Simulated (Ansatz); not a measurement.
Consider IrO2 in the rutile structure (space group P4_2/mnm, No. 136; a = 4.472 Å, c = 3.154 Å).

Level of theory: PBEsol (Ansatz, a first-principles code, PAW, spin-orbit coupling left out), earlier PAW set.

Base values:

| Quantity | Value |
|---|---|
| c/a ratio | 0.705 |
| Lattice parameter a | 8.451 bohr |

One thing is altered: every Ir is replaced by P; the structure is relaxed again.

Tabulated Pauling electronegativity and covalent radius: Ir 2.20, 1.41 Å; P 2.19, 1.07 Å.

Question: How does this affect the c/a ratio and lattice parameter a?

Answer: The c/a ratio falls by 0.072 to 0.633; the lattice parameter a decreases by 0.066 bohr to 8.385 bohr.

No phonon test of stability was made. As relaxed here, PO2 is a hypothetical phase, not in the database extracts checked. No Hubbard U is applied, and correlation can decide whether such a compound is a metal. The final runs are not spin-polarised.
